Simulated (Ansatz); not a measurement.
## ZnCu2SnS4: response to strain

The reference is ZnCu$_{2}$SnS$_{4}$ (space group I-4, No. 82).

```
CELL_PARAMETERS angstrom
     -2.68686     2.68686     5.37741
      2.68686    -2.68686     5.37741
      2.68686     2.68686    -5.37741
ATOMIC_POSITIONS crystal
  Cu 0.00000 0.00000 0.00000
  Cu 0.75000 0.25000 0.50000
  Zn 0.25000 0.75000 0.50000
  Sn 0.50000 0.50000 0.00000
  S  0.37036 0.89854 0.00905
  S  0.10146 0.11050 0.47182
  S  0.88950 0.36131 0.99095
  S  0.63869 0.62964 0.52818
```

Cartesian axes are those of the cell as printed.

Strains are applied to the cell and any free atomic positions relax; under biaxial strain the out-of-plane vector relaxes too.

The values are results of PBEsol in Ansatz (plane waves to 420 eV, PAW, no spin-orbit coupling), not measurements.

Candidates:
(a) biaxial strain −0.75 %, plane normal [001], relaxed out of plane
(b) biaxial strain −2.25 %, plane normal [001], relaxed out of plane
(c) biaxial strain −1.50 %, plane normal [001], relaxed out of plane

Q: Order them by out-of-plane strain, highest first.

A: (b) biaxial strain −2.25 %, plane normal [001], relaxed out of plane (+2.85 %), (c) biaxial strain −1.50 %, plane normal [001], relaxed out of plane (+1.90 %), (a) biaxial strain −0.75 %, plane normal [001], relaxed out of plane (+0.94 %)

No phonon test of stability was made. The final runs are not spin-polarised.

Ansatz is a program for electronic structure.
